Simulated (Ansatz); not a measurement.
Mg(001) slab, cut from hcp Mg: Mg36, 4 atomic planes, area 82 Å², cell height 19.9 Å with vacuum; both faces free, started from the bulk cut, in-plane cell fixed at 1.013 times the relaxed lattice. These are PBE (plane waves, PAW; Ansatz, a first-principles code) values and carry that method's errors. Mean temperature 474 K, 5.6 ps sampled after 2.3 ps of Langevin dynamics; k-points: 2x2x1 mesh shifted by half a step in the plane; no spin polarisation or spin-orbit coupling. So thin a slab has no true bulk in its middle, and the cell admits only reconstructions that fit it.

| plane (from the bottom) | atoms | start height (Å) | mean height (Å) | spread of site heights (Å) | rms motion, normal (Å) | rms motion, in plane (Å) | in-plane shift from the start (Å) | coordination |
|---|---|---|---|---|---|---|---|---|
| 1 | Mg9 | -3.93 | -4.02 | 0.01 | 0.22 | 0.18 | 0.02 | 9.0 |
| 2 | Mg9 | -1.31 | -1.34 | 0.02 | 0.16 | 0.15 | 0.01 | 12.1 |
| 3 | Mg9 | 1.31 | 1.33 | 0.02 | 0.17 | 0.16 | 0.01 | 12.1 |
| 4 | Mg9 | 3.93 | 4.02 | 0.01 | 0.23 | 0.18 | 0.02 | 9.1 |

```json
{
  "outer_plane_spacing": "2.69 Å against 2.62 Å at the start (+2 %)",
  "normal_motion_of_the_outer_planes_over_that_of_the_middle": "1.3",
  "in-plane diffusion": "none seen within 5.6 ps",
  "coordination_in_the_top_plane": "9-fold 93 %, 10-fold 6 %",
  "mean vibrational (phonon) frequency": "4.5 THz"
}
```

A denser in-plane k-mesh moves the forces of one frame by 0.04 eV/Å rms. Bonds are counted up to Mg-Mg 4.05 Å; heights count from the centre of mass.
